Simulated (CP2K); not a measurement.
CP2K run on Cr3Ge (Pm-3n, 8 atoms in the cell): self-consistent single point.

Level of theory: LDA (Pade form), GPW, DZVP-MOLOPT-SR-GTH basis, GTH-PADE potentials (GTH_POTENTIALS) run with CP2K.

```xyz
8
Lattice="4.5498 0.0000 0.0000 0.0000 4.5498 0.0000 0.0000 0.0000 4.5498" Properties=species:S:1:pos:R:3 pbc="T T T"
Cr     1.1375     0.0000     2.2749
Cr     3.4124     0.0000     2.2749
Cr     2.2749     3.4124     0.0000
Cr     2.2749     1.1375     0.0000
Cr     0.0000     2.2749     3.4124
Cr     0.0000     2.2749     1.1375
Ge     0.0000     0.0000     0.0000
Ge     2.2749     2.2749     2.2749
```

Reference input (self-consistent single point, DFT PBEsol, GPW, DZVP-MOLOPT-SR-GTH basis, GTH-PBE potentials (GTH_POTENTIALS)): CUTOFF = 600 Ry; REL_CUTOFF = 60 Ry; SMEAR/METHOD = GAUSSIAN; SIGMA = 0.272 eV; KPOINTS/SCHEME = MONKHORST-PACK 5 5 5; XC_FUNCTIONAL = PBE:PBESOL; Cr/BASIS_SET = DZVP-MOLOPT-SR-GTH-q14; Cr/POTENTIAL = GTH-PBE-q14; Ge/BASIS_SET = DZVP-MOLOPT-SR-GTH-q4; Ge/POTENTIAL = GTH-PBE-q4; METHOD = GPW; EPS_DEFAULT = 1e-10. This run's input differs from it in these lines:

```diff
@@ -43,6 +43,3 @@
     &XC
-      &XC_FUNCTIONAL
-        &PBE
-          PARAMETRIZATION PBESOL
-        &END PBE
+      &XC_FUNCTIONAL PADE
       &END XC_FUNCTIONAL
@@ -83,3 +80,3 @@
       BASIS_SET DZVP-MOLOPT-SR-GTH-q14
-      POTENTIAL GTH-PBE-q14
+      POTENTIAL GTH-PADE-q14
     &END KIND
@@ -87,3 +84,3 @@
       BASIS_SET DZVP-MOLOPT-SR-GTH-q4
-      POTENTIAL GTH-PBE-q4
+      POTENTIAL GTH-PADE-q4
     &END KIND
```

Output (repeated stretches shortened):

```
 SCF WAVEFUNCTION OPTIMIZATION

  Step     Update method      Time    Convergence         Total energy    Change
     1 NoMix/Diag. 0.20E+00      -     0.99687415      -530.7484706061 -5.31E+02
     2 Broy./Diag. 0.20E+00      -     0.11658748      -549.7646548861 -1.90E+01
     3 Broy./Diag. 0.20E+00      -     0.10778938      -537.4871969352  1.23E+01
     4 Broy./Diag. 0.20E+00      -     0.01957190      -528.3516995780  9.14E+00
     5 Broy./Diag. 0.20E+00      -     0.01533631      -529.7305050626 -1.38E+00
     6 Broy./Diag. 0.20E+00      -     0.00230947      -528.7971478058  9.33E-01
   [... 4 lines left out ...]
    11 Broy./Diag. 0.20E+00      -     0.00005259      -528.8966537893 -2.02E-03
    12 Broy./Diag. 0.20E+00      -     0.00004898      -528.8977630221 -1.11E-03
    13 Broy./Diag. 0.20E+00      -     0.00003150      -528.8968971783  8.66E-04
    14 Broy./Diag. 0.20E+00      -     0.00000055      -528.8963130739  5.84E-04
  *** SCF run converged in    14 steps ***

  Overlap energy of the core charge distribution:               0.00000000005867
  Self energy of the core charge distribution:               -913.32071522866011
  Core Hamiltonian energy:                                    245.85917901135718
  Hartree energy:                                             200.46052637162489
  Exchange-correlation energy:                                -61.88725524667583
  Smearing free energy correction:                             -0.00804797674644
  Fermi energy:                                                 0.51012206839200

  Total energy:                                              -528.89631307386014
  Total energy (extrapolated to sigma->0):                   -528.89228908548694

   [... lines left out ...]

 STRESS| Analytical stress tensor [bar]
 STRESS|                        x                   y                   z
 STRESS|      x       -1.22400617846E+05   1.33588836152E-03   1.33612624492E-03
 STRESS|      y        1.33588836152E-03  -1.22400619627E+05   1.33732751541E-03
 STRESS|      z        1.33612624492E-03   1.33732751541E-03  -1.22400671945E+05
 STRESS| 1/3 Trace                                            -1.22400636473E+05
```

The run converged in 14 iterations. Against the reference run the pressure goes from -1.50 to -12.24 GPa.

The starting cell comes from a database of computed structures (which also holds hypothetical and non-ambient phases and stackings), without a prior relaxation at this level. Its lattice was rescaled by a random factor within 2.5 % of one. Spin polarisation is off. Values carry the incompleteness of an atom-centred basis. With a pressure of about -12 GPa the cell is away from its equilibrium volume at this level.

Cost on one core of a shared machine: roughly 70 s.
